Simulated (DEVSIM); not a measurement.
Structure: abrupt Si p-n junction, at 300 K.

Layer 1 from the left is Si, thickness (μm) 1.40, Na (cm⁻³) 1.2e15, τn (s) 1.6e-6, τp (s) 1.6e-6. Layer 2 from the left is Si, thickness (μm) 170, Nd (cm⁻³) 3.3e15, τn (s) 1.6e-6, τp (s) 1.6e-6.

Left contact: ohmic. Right contact: ohmic. Voltage is applied to the left contact. Recombination: SRH at mid-gap, Auger. Mobility is constant in doping.

The device is made up for the run: typed textbook-type constants, with dimensions and the other settings drawn at random. Values at 300 K.

Si: gap (eV) 1.124, affinity (eV) 4.05, permittivity 11.7, Nc (cm⁻³) 2.86e19, Nv (cm⁻³) 3.1e19, μn (cm²/Vs) 1417, μp (cm²/Vs) 470, Cn (cm⁶/s) 2.8e-31, Cp (cm⁶/s) 9.9e-32.

DEVSIM, 1D drift-diffusion, Boltzmann statistics, complete ionisation; no tunnelling, impact ionisation, image-force lowering or self-heating.

Q: What does the simulation give for the potential step across the device at zero bias, the largest field in the device at zero bias, the dark forward voltage at 1 A/cm²?

A: potential step across the device at zero bias 0.627 V; largest field in the device at zero bias 13000 V/cm; dark forward voltage at 1 A/cm² 0.520 V.
